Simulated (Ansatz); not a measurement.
In a (12,12) carbon nanotube, spin-degenerate bands cross the Fermi level 2 times between Γ and the zone edge.

The numbers are results of PBE (plane waves to 420 eV, PAW; Ansatz, an electronic-structure program), not measurements. Mesh 1×1×30. No spin polarisation. It repeats along c; a and b span vacuum. An idealised model, rolled from the flat sheet. Symmetry and one short period hold its shape; lower forms weren't sought.

**Question.** What are the conductance and the two-terminal resistance of a perfect, endless piece?

**Answer.** Each crossing on the half of the zone with k > 0 has a partner at −k, so it gives one mode in each direction. Counting spin there are 4 modes, each carrying e²/h = 38.74 μS. G = 4 × 38.74 = 155.0 μS and R = 1/G = 6.45 kΩ, whatever the length. Scattering by phonons, roughness and contacts can only raise R.
